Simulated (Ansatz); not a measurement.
## AlP: x(Lu) = 0.667, 6 atoms, I-4m2

Consider AlP in the zinc blende structure (space group F-43m, No. 216; a = 5.471 Å).

The other end (x = 1) is LuP in the zinc blende structure (space group F-43m, No. 216; a hypothetical phase, not in the database extracts checked): 28.19 Å³/atom, gap 1.54 eV; this end may not be an ambient phase.

One thing is altered: Lu replaces 66.7 % of the Al, ordered in a cell of 6 atoms (starting symmetry I-4m2) and fully relaxed.

All numbers come from plane-wave PAW DFT at the PBEsol level (Ansatz, a program for electronic structure, 420 eV), spin-orbit coupling left out. Settings: 11×11×11 k-points, 0.05 eV Fermi–Dirac smearing, for the changed cell.

* **Volume per atom**: 25.46 Å³ (base 20.46 Å³)
* **Density**: 5.11 g/cm³ (base 2.35 g/cm³)
* **Band gap**: 0.90 eV (base 1.45 eV)
* **Gap character (in this cell's own zone, which can be folded)**: indirect, Γ → M
* **Electron mass**: 0.76 mₑ along k, 0.32 mₑ across (at M) (base 0.77 mₑ along k, 0.24 mₑ across (at X))
* **Valence-band top at Γ (three highest levels, from the VBM)**: 0.00, 0.00, -0.83 eV (base 0.00, 0.00, 0.00 eV)
* **Mixing energy**: +76 meV/atom (against an end that may be hypothetical)
* **Deviation of the volume from the linear (Vegard-type) interpolation**: -0.6 %
* **Bowing parameter b of this ordering, from Eg = [1−x] Eg[0] + x Eg[1] − b x [1−x]**: 2.7 eV
* **Mean first-shell distances**: Al–P 2.419 Å (end compound 2.369 Å), Lu–P 2.619 Å (end compound 2.636 Å)

Each cell is one ordered arrangement of few atoms, which overstates ordering effects compared with a random alloy. Effective masses come from finite differences of ±0.01 Å⁻¹. Along k means along the line from Γ to the band edge. No phonon test of stability was made. Labels are those of the standard path for the cell's own space group.
